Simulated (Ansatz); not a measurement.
The reference is SnO2 in the rutile structure (space group P4_2/mnm, No. 136).

```
CELL_PARAMETERS angstrom
      4.76854     0.00000     0.00000
      0.00000     4.76854     0.00000
      0.00000     0.00000     3.21140
ATOMIC_POSITIONS crystal
  Sn 0.00000 0.00000 0.00000
  Sn 0.50000 0.50000 0.50000
  O  0.30630 0.30630 0.00000
  O  0.80630 0.19370 0.50000
  O  0.19370 0.80630 0.50000
  O  0.69370 0.69370 0.00000
```

Computed with plane-wave PAW DFT at the PBEsol level (Ansatz, an electronic-structure program, 420 eV), no spin-orbit coupling, earlier PAW set.

Modification: every Sn is replaced by Ir; the structure is relaxed again.

Measured lattice parameter a: SnO2 4.73735 Å (room temperature; as listed in Zenji Hiroi, Progress in Solid State Chemistry (2015)); IrO2 4.5051 Å (room temperature; as listed in Zenji Hiroi, Progress in Solid State Chemistry (2015)).

**Question.** How well does PBEsol reproduce the measured shift?

**Answer.** With PBEsol the lattice parameter a moves by -0.297 Å (4.769 → 4.472) against -0.232 Å measured.

Whether these cells are dynamically stable was not tested. No Hubbard U is applied, and correlation can decide whether such a compound is a metal. The final runs are not spin-polarised.
